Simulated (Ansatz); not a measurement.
## Mo: strain along the normal

Mo (bcc, Im-3m, 15.062 Å³/atom at rest) under an equal strain ε in the (001) plane with the normal axis free, as in a coherent film. LDA in Ansatz, a plane-wave DFT program (PAW, default set), 420 eV, 30×30×30 Γ-centred mesh, Fermi-Dirac smearing 0.10 eV; ions are relaxed within the symmetry of each cell.

Here s stands for strain and y for normal strain.

| strain (%) | normal strain (%) |
|---|---|
| -1.50 | 1.11 |
| -1.00 | 0.73 |
| -0.50 | 0.36 |
| 0.00 | 0.00 |
| 0.50 | -0.35 |
| 1.00 | -0.68 |
| 1.50 | -1.02 |
| 3.00 | ? |

The 7 complete rows are fitted with a straight line, y against s. Means: s 0, y 0.021. About the means, the sum of products is -4.9600 and the sum of squares of s is 7.0000; the slope is their ratio. Least squares gives y = 0.021 - 0.7086·s. Residuals (row less fit): 0.026, 0.000, -0.015, -0.021, -0.017, 0.008, 0.022; standard error 0.021 (degrees of freedom: 5). The slope, -0.71 ± 0.01, is the elastic response of the normal axis, −2C12/C11 for this plane.

### Question
What does the fit predict for y at s = 3.00, and how far is the calculated value from it?

### Answer
y = 0.021 - 0.7086 × 3.0 = -2.105%. The calculation gives -2.01%, 0.095% above the prediction (3.0 % of the range of y in the table). The row lies outside the fitted rows, so this is an extrapolation. From the scatter of the fitted rows alone, a prediction at this place has a standard error of 0.032%, so the miss is 3.0 times that.

One order more doesn't follow all runs of the series either: the slope changes along it. In a metal these values are sensitive to mesh and smearing; energies are taken to zero smearing, stresses follow the free energy. Rows are the converged runs of the series near zero and its far end; series whose fitted rows scatter by over a few per cent of the range, as at a crossing or softening among them, aren't shown in this form. Most that stay on the fit to the last digits aren't either.
